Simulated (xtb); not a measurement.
xtb 6.7.1, GFN2-xTB: isotetrasilane ([SiH3][SiH]([SiH3])[SiH3]), 14 atoms. The geometry is a generated start, not checked to be a minimum at this level.

```json
{
 "run_flags": "--grad",
 "method": "GFN2-xTB",
 "--acc": "1 (default)",
 "--etemp (K)": "300 (default)",
 "basis_functions": "50",
 "valence_electrons": "26"
}
```

```xyz
14

Si     0.0019     2.0938    -0.7564
Si     0.0514     0.1600     0.5399
Si     1.9227    -1.1504     0.0903
Si    -1.9466    -1.0239     0.4212
H      1.2205     2.8994    -0.6579
H     -0.1530     1.7509    -2.1727
H     -1.1078     2.9920    -0.4268
H      0.1893     0.6083     1.9477
H      3.1892    -0.4296     0.2431
H      1.8871    -1.6303    -1.2937
H      2.0234    -2.3419     0.9365
H     -1.9827    -2.2055     1.2861
H     -3.1169    -0.2205     0.7869
H     -2.1786    -1.5024    -0.9442
```

One run each on 1 thread. Values of broydamp tried: 0.02, 0.05, 0.1, 0.2, 0.4 (default), 0.6, 0.8, 1.

Problem. Predict the course of the SCC iterations along this series.

Solution. Fewest SCC iterations, within one of each other: 0.4 (default) with 12, 0.6 with 11, 0.8 with 12, 1 with 12. The count rises to 18 at 0.02. All converge to one solution.

```csv
broydamp,SCC iterations,end
0.02,18,same solution
0.05,17,same solution
0.1,16,same solution
0.2,13,same solution
0.4 (default),12,same solution
0.6,11,same solution
0.8,12,same solution
1,12,same solution
```
